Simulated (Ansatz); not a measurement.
Consider Ru in the hcp (Mg type) structure (space group P6_3/mmc, No. 194; a = 2.704 Å, c = 4.263 Å; relaxed with 0.1 eV smearing).

Calculations: Kohn–Sham DFT with the r2SCAN functional, run in Ansatz (a first-principles code) with PAW and 500 eV plane waves, no spin-orbit coupling.

Strains are applied to the cell and any free atomic positions relax.

One change was made to it. Results:

```tsv
quantity	base	after
energy relative to the base (free energy F)	0 meV/atom	+3.1 meV/atom
pressure (mean of the normal stresses, compression positive)	0.0 GPa	-4.9 GPa
```

### Question
Which of these changes matches the shifts?
A) isotropic strain +3.00 %
B) isotropic strain +1.00 %
C) isotropic strain +1.50 %
D) isotropic strain +0.50 %

### Answer
D, isotropic strain +0.50 %. For comparison, the energy relative to the base in the other runs: isotropic strain +3.00 % gives +103 meV/atom; isotropic strain +1.50 % gives +27 meV/atom; isotropic strain +1.00 % gives +12 meV/atom.

Whether these cells are dynamically stable was not tested. All final runs are without spin polarisation.
